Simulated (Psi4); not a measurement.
Psi4 1.11, unrestricted PBE0/def2-svpd: Cr(O)2(F)2 anion ([O]=[Cr](=[O])([F])[F]), charge -1, multiplicity 2, 5 atoms. The geometry is a generated start, not checked to be a minimum at this level.

| Property | Result |
|---|---|
| task | energy |
| method | pbe0 |
| basis | def2-svpd |
| memory | 3 GB |
| maxiter | 100 |
| keys of the molecule block | symmetry c1 |
| scf_type | df (default) |
| guess | auto, which took SAD (default) |
| scf_initial_accelerator | adiis (default) |
| e_convergence | 1e-06 (default) |
| d_convergence | 1e-06 (default) |
| dft_radial_points | 75 (default) |
| dft_spherical_points | 302 (default) |
| basis functions | 126 |
| grid points | 109477 |

```xyz
5

Cr     0.0305    -0.0069     0.0106
O      1.2178    -0.3582    -0.9190
O      0.4529    -0.0183     1.5001
F     -0.5223     1.5208    -0.3788
F     -1.1789    -1.1375    -0.2129
```

Charge -1 and multiplicity 2 are set for this test and not shown to be the ground state.

One run each on 2 threads. Values of diis_max_vecs tried: 3, 6, 10 (default), 20.

Problem. Which value of diis_max_vecs needs the fewest SCF iterations, and what happens away from it?

Solution. Fewest SCF iterations, within one of each other: 10 (default) with 13, 20 with 14. The count rises to 26 at 3. All converge to one solution.

| diis_max_vecs | SCF iterations | end |
|---|---|---|
| 3 | 26 | same solution |
| 6 | 15 | same solution |
| 10 (default) | 13 | same solution |
| 20 | 14 | same solution |
